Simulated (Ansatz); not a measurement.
Where the default PAW files enter, the runs use the earlier of Ansatz's two default sets.

Data:

```
CELL_PARAMETERS angstrom
      3.80895     0.00000     0.00000
      0.00000    12.45260     0.00000
      1.90448     0.00000     3.29865
ATOMIC_POSITIONS crystal
  Zn 0.66667 0.25007 0.66667
  Zn 0.33333 0.75007 0.33333
  Zn 0.00000 0.50000 0.00000
  Zn 0.00000 0.00000 0.00000
  S  0.66667 0.06227 0.66667
  S  0.33333 0.56227 0.33333
  S  0.00000 0.31266 0.00000
  S  0.00000 0.81266 0.00000
```

Space group of this cell: P6_3mc. The cell is taken as given.

Transport runs along the normal of the first two printed cell vectors, the (100) plane of the conventional cell.

The gap is the functional's own. No spin-orbit coupling. Mid-gap values are interpolated on the energy grid.

### Question
Estimate the band gap and the smallest decay constant κ at mid-gap that r2SCAN (Ansatz, an electronic-structure program) returns for this system.

### Answer
Gap 2.75 eV on a 10×4×10 mesh; κ = 0.182 1/Å, at the zone centre.
